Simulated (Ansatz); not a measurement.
SiH3 on the 1x1 (111) surface of fcc Cu, one in a 2x2 cell, energies for each (22.8 Å²). Energies are against SiH4(g) − ½ H2(g), without zero-point or thermal terms; each row is named by its start.

Calculation: PBE (plane waves to 420 eV, PAW; Ansatz, an electronic-structure program).

Model: 20-atom slab, 6.2 Å thick at the start under the adsorbate (thin: gaps and levels are the slab's own), 6x6x1 mesh, Fermi-Dirac 0.1 eV, dipole correction, 8 atoms held, the rest relaxed; each run with such symmetry as its start has; spin-polarised, no spin-orbit, no U, no dispersion correction.

A negative adsorption energy means that the adsorbate is more stable on the surface than in its reference. Starts that drift may end in the same place. Heights count from the host atoms within 0.3 Å of the top one.

```
starting site                           E_ads (eV)  height (Å)  nearest host atom (Å)  bonded to  Δ work function (eV)  lateral drift (Å)  moment (μB)
--------------------------------------  ----------  ----------  ---------------------  ---------  --------------------  -----------------  -----------
top Cu                                       -0.05        2.34                Cu 2.32         Cu                  0.30                0.0          0.0
hollow Cu-Cu-Cu over Cu at depth 2.1 Å       -0.31        2.05                Cu 2.51       3 Cu                 -0.01                0.0          0.0
hollow Cu-Cu-Cu over Cu at depth 4.1 Å       -0.31        2.06                Cu 2.51       3 Cu                  0.00                0.0          0.0
bridge Cu-Cu (span 2.6 Å)                    -0.31        1.97                Cu 2.42       3 Cu                 -0.17                0.7          0.0
```
